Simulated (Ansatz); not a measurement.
Start from KTaO₃ in the cubic perovskite structure (space group Pm-3m, No. 221; a = 4.0244 Å).

Modification: cell and atoms relaxed at a pressure of 9 GPa.

Levels (all Ansatz, an electronic-structure program, PAW): PBE (420 eV, no spin-orbit coupling); r2SCAN (500 eV, without spin-orbit coupling); HSE06 (420 eV, no spin-orbit coupling); PBE+SOC (420 eV, spin-orbit coupling included).

At the geometry relaxed with PBE, these levels gave the following band gaps, in shuffled order: (a) 2.26 eV, (b) 3.63 eV, (c) 2.12 eV, (d) 2.67 eV.

### Question
Match each gap to its level.

### Answer
(a) PBE; (b) HSE06; (c) PBE+SOC; (d) r2SCAN.

Single points use the geometry relaxed with PBE. HSE06 was sampled on its mesh, a few special points and the semilocal edge points, so its gap is an upper bound. Differences between runs with and without spin-orbit coupling are approximate. With Ta present, leaving out spin-orbit coupling can change the band edges. Load acts through the strain it causes; cell and atoms are relaxed under it. Whether these cells are dynamically stable was not tested. Competing high-pressure phases were not computed.
